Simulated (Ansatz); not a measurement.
**Parameter sweep on Fe2O3 (R-3c, 10 atoms in the cell)**

```
Fe2O3
1.0
    2.57141     1.48460     4.63735
   -2.57141     1.48460     4.63735
    0.00000    -2.96921     4.63735
Fe O
4 6
Direct
  0.85482   0.85482   0.85482
  0.14518   0.14518   0.14518
  0.64518   0.64518   0.64518
  0.35482   0.35482   0.35482
  0.44460   0.75000   0.05540
  0.55540   0.25000   0.94460
  0.05540   0.44460   0.75000
  0.94460   0.55540   0.25000
  0.75000   0.05540   0.44460
  0.25000   0.94460   0.55540
```
Moments meant for the start (each program seeds them in its own way; μB, in the order of the atoms Fe Fe Fe Fe O O O O O O): 4.0 4.0 4.0 4.0 0.0 0.0 0.0 0.0 0.0 0.0.

Base run A: Ansatz (a quantum-chemistry and plane-wave program) with LDA (PW92)+U, harder PAW files (source: ansatz) made with PBE, self-consistent single point.

Its settings: basis.ecutwfc = 930 eV; kpoints.mp_grid.grid = 5 5 5; hamiltonian.xc = lda; hamiltonian.pseudopotentials = {kind: paw, source: ansatz}; hamiltonian.hubbard.sites = [{species: Fe, l: d, u_eff: 5.3}] eV; hamiltonian.hubbard.projectors = ortho-atomic; magnetization.spin_polarized = true; scf.occupations.method = gaussian; scf.occupations.width = 0.1 eV.

The starting cell comes from a database of computed structures (which also holds hypothetical and non-ambient phases and stackings), without a prior relaxation at this level. Its lattice was rescaled by a random factor within 2.5 % of one. The magnetic order is the one reached from the typed start; others were not searched systematically. With U or open f shells several self-consistent states can exist. The program warned that, by what it read of turns of the moments, another magnetic order lies lower. In the base run, with a pressure of about -10 GPa the cell is away from its equilibrium volume at this level. Ansatz's pressure includes its estimate of the finite-basis (Pulay) stress.

These are the values that this program gave, and no reference: magnets with a U can end in a higher state.

Runs:
- B: hamiltonian.xc: lda → pbe [PBE+U]
- C: hamiltonian.xc: lda → pbesol [PBEsol+U]
- D: hamiltonian.xc: lda → rpbe [RPBE+U]
- E: hamiltonian.xc: lda → revpbe [revPBE+U]
- F: hamiltonian.xc: lda → blyp [BLYP+U]
- G: basis.ecutwfc: 930 eV → 1060 eV; hamiltonian.xc: lda → r2scan [r2SCAN+U]

| run | pressure (GPa) | largest force (eV/Å) | gap on the mesh (eV) | size of the net moment (μB/atom) | Hubbard energy (eV/atom) |
|---|---|---|---|---|---|
| A | -10.20 | 0.183 | 1.232 | 2.00 | 0.658 |
| B | 2.75 | 0.173 | 1.489 | 2.00 | 0.636 |
| C | -4.04 | 0.195 | 1.435 | 2.00 | 0.640 |
| D | … | 0.164 | 1.586 | 2.00 | 0.630 |
| E | 6.39 | 0.167 | 1.564 | 2.00 | 0.632 |
| F | … | 0.139 | 1.397 | 2.00 | 0.652 |
| G | -4.08 | 0.221 | 2.516 | 2.00 | 0.582 |

Complete the blanks.


- D, pressure (GPa): 7.69
- F, pressure (GPa): 8.30

Keys are those of Ansatz 0.2.
